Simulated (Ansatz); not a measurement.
## Cubic perovskite KCdF3: bulk modulus by level of theory

No measured value is used here.

```tsv
level (code)	value (GPa)	cell (Å³/atom)
LDA (Ansatz)	74.4	15.95
PBEsol (Ansatz)	___	16.87
r²SCAN (Ansatz)	65.7	16.87
HSE06 (Ansatz)	60.3	17.19
PBE0 (Ansatz)	60.7	17.17
```

### Question
Fill in the missing entries.

### Answer

- PBEsol (Ansatz, a quantum-chemistry and plane-wave program), value (GPa): 62.3

LDA, PBEsol, r²SCAN, HSE06, PBE0: the relaxation could not lower the start's symmetry, so the cell can be a saddle point above a distorted one. Each level is taken at its own relaxed cell. Cutoffs and k meshes differ between the levels. Ansatz's density-functional and Hartree–Fock values are scalar-relativistic unless marked +SOC, with PAW data made under PBE.
